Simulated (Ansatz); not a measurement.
## TiO2, carrier doping

The reference is TiO2 in the anatase structure (space group I4_1/amd, No. 141).

```
CELL_PARAMETERS angstrom
     -1.88893     1.88893     4.79189
      1.88893    -1.88893     4.79189
      1.88893     1.88893    -4.79189
ATOMIC_POSITIONS crystal
  Ti 0.50000 0.50000 0.00000
  Ti 0.25000 0.75000 0.50000
  O  0.29273 0.29273 0.00000
  O  0.04273 0.54273 0.50000
  O  0.45727 0.95727 0.50000
  O  0.70727 0.70727 0.00000
```

Carriers are added at fixed cell with a uniform background; the Fermi–Dirac width is that of 300 K.

Calculations: Ansatz (a first-principles code) r2SCAN, no SOC.

Notes on the quantities. Fermi level from band edge: Fermi level relative to the doped band's edge (positive inside the band; to 0.05 eV).

```tsv
case	Fermi level from band edge	gap between the host's bands
undoped	–	2.53 eV
electrons 3.0×10^21 cm⁻³	+0.55 eV	2.66 eV
electrons 5.0×10^21 cm⁻³	+0.70 eV	2.74 eV
electrons 1.0×10^22 cm⁻³	+0.85 eV	2.96 eV
electrons 2.0×10^22 cm⁻³	+1.00 eV	3.37 eV
holes 3.0×10^21 cm⁻³	+0.15 eV	2.56 eV
holes 5.0×10^21 cm⁻³	+0.20 eV	2.59 eV
holes 1.0×10^22 cm⁻³	+0.30 eV	2.66 eV
holes 2.0×10^22 cm⁻³	+0.45 eV	2.82 eV
```

Carriers are added with a uniform compensating background; total energy and stress of such cells depend on the potential's zero and are not compared; many-body gap narrowing is missing at this level. Whether these cells are dynamically stable was not tested. The final runs are not spin-polarised.
